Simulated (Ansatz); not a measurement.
BeS (model structure, started from the BN type, Pm-3n, No. 223, 12 atoms in the cell) was calculated with r²SCAN+rVV10 (Ansatz, a first-principles code, plane waves, PAW).

Numerical settings: plane-wave cutoff 560 eV, 6×6×6 k mesh, Fermi–Dirac smearing 0.01 eV, scalar-relativistic PAW data made under PBE.

Cell (relaxed at this level):

```cif
data_Be6S6
_chemical_formula_sum 'Be6 S6'
_space_group_name_H-M_alt 'P 1'
_space_group_IT_number 1
_cell_length_a 5.98399
_cell_length_b 5.98399
_cell_length_c 5.98399
_cell_angle_alpha 90.000
_cell_angle_beta 90.000
_cell_angle_gamma 90.000
loop_
_space_group_symop_operation_xyz
  'x, y, z'
loop_
_atom_site_label
_atom_site_type_symbol
_atom_site_fract_x
_atom_site_fract_y
_atom_site_fract_z
_atom_site_occupancy
Be1 Be 0.25000 0.00000 0.50000 1
Be2 Be 0.50000 0.25000 0.00000 1
Be3 Be 0.50000 0.75000 0.00000 1
Be4 Be 0.75000 0.00000 0.50000 1
Be5 Be 0.00000 0.50000 0.75000 1
Be6 Be 0.00000 0.50000 0.25000 1
S1 S 0.25000 0.50000 0.00000 1
S2 S 0.00000 0.25000 0.50000 1
S3 S 0.00000 0.75000 0.50000 1
S4 S 0.75000 0.50000 0.00000 1
S5 S 0.50000 0.00000 0.75000 1
S6 S 0.50000 0.00000 0.25000 1
```

Task: Estimate the band gap, smallest direct gap on the k points sampled and direct gap at Γ that the calculation returns.

Result: 
band gap: 3.47 eV (indirect)
smallest direct gap on the k points sampled: 3.62 eV
direct gap at Γ: 4.21 eV

Note: the relaxation could raise the start's symmetry but not lower it, so the cell can be a saddle point.

Cost on a shared machine: roughly 40 core-seconds.

A model structure was made by putting elements into a prototype or built by hand; it is no filed structure, need not be a known phase, and can be a saddle point held by its symmetry.
